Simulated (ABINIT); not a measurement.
Input and output of a self-consistent single point for LiCl (Fm-3m, 2 atoms in the cell) (ABINIT).

Method of the run: PBE, PAW (JTH v2.0 PBE PAW) (plane waves; ABINIT 10.0.3).

```
CELL_PARAMETERS angstrom
      0.00000     2.48035     2.48035
      2.48035     0.00000     2.48035
      2.48035     2.48035     0.00000
ATOMIC_POSITIONS crystal
  Li 0.00000 0.00000 0.00000
  Cl 0.50000 0.50000 0.50000
```

Reference input (self-consistent single point, DFT, PBE, plane waves, PAW (JTH v2.0 PBE PAW)): pseudos = [Li.GGA_PBE-JTH.xml, Cl.GGA_PBE-JTH.xml]; ecut = 26 Ha; pawecutdg = 52 Ha; pawxcdev = 0; occopt = 3; tsmear = 0.00073499 Ha; ngkpt = 11 11 11; nshiftk = 1; shiftk = 0 0 0; potentials = JTH v2.0 PBE PAW; nband = 10; kptopt = 1. This run's input differs from it in these lines:

```diff
@@ -23,3 +23,3 @@
 kptopt 1
-ngkpt 11 11 11
+ngkpt 4 4 4
 nshiftk 1
```

The program printed (abridged):

```
--- !BeginCycle
solver: {iscf: 17, nstep: 60, nline: 4, wfoptalg: 10, }
tolerances: {tolvrs: 1.00E-11, }
...

     iter   Etot(hartree)      deltaE(h)  residm     nres2
 ETOT  1  -22.552642615391    -2.255E+01 6.824E-01 1.422E+00
 ETOT  2  -22.779587680384    -2.269E-01 2.580E-02 6.462E-01
 ETOT  3  -22.777577381982     2.010E-03 2.288E-03 1.106E-01
 ETOT  4  -22.777506077198     7.130E-05 1.703E-03 2.256E-02
 ETOT  5  -22.777567233362    -6.116E-05 6.658E-04 5.315E-04
   [... 3 lines left out ...]
 ETOT  9  -22.777565157358    -3.322E-10 2.299E-05 9.075E-09
 ETOT 10  -22.777565157361    -2.796E-12 2.300E-05 7.964E-10
 ETOT 11  -22.777565157361     6.573E-13 4.895E-06 2.235E-11
 ETOT 12  -22.777565157361    -9.948E-14 6.754E-06 5.597E-13
 At SCF step   12       nres2   =  5.60E-13 < tolvrs=  1.00E-11 =>converged.

 Cartesian components of stress tensor (hartree/bohr^3)
  sigma(1 1)= -1.62249583E-04  sigma(3 2)=  0.00000000E+00
  sigma(2 2)= -1.62249583E-04  sigma(3 1)=  0.00000000E+00
  sigma(3 3)= -1.62249583E-04  sigma(2 1)=  0.00000000E+00

 ----iterations are completed or convergence reached----

 reduced coordinates (array xred) for    2 atoms
       0.000000000000      0.000000000000      0.000000000000
       0.500000000000      0.500000000000      0.500000000000
 cartesian forces (eV/Angstrom) at end:
    1     -0.00000000000000    -0.00000000000000    -0.00000000000000
    2     -0.00000000000000    -0.00000000000000    -0.00000000000000
 frms,max,avg= 0.0000000E+00 0.0000000E+00   0.000E+00  0.000E+00  0.000E+00 e/A
   [... lines left out ...]
 Fermi (or HOMO) energy (hartree) =   0.13107   Average Vxc (hartree)=  -0.33730
 Fermi (or HOMO) energy (eV) =   3.56647   Average Vxc (eV)=  -9.17851
   [... lines left out ...]
'-kT*entropy'       :  3.13599720839524E-16
total_energy        : -2.27775651482508E+01
total_energy_eV     : -6.19809068645211E+02
...

-Cartesian components of stress tensor (GPa)         [Pressure=  4.7735E+00 GPa]
- sigma(1 1)= -4.77354675E+00  sigma(3 2)=  0.00000000E+00
- sigma(2 2)= -4.77354675E+00  sigma(3 1)=  0.00000000E+00
- sigma(3 3)= -4.77354675E+00  sigma(2 1)=  0.00000000E+00

 Calculation completed.
```

The run converged in 12 iterations. Against the reference run the free energy goes up by 4.7 meV/atom, the pressure goes from 4.60 to 4.77 GPa and the gap on the mesh goes from 6.861 to 6.828 eV.

The starting cell comes from a database of computed structures (which also holds hypothetical and non-ambient phases and stackings), without a prior relaxation at this level. Its lattice was rescaled by a random factor within 2.5 % of one. With a pressure of about 5 GPa the cell is away from its equilibrium volume at this level.
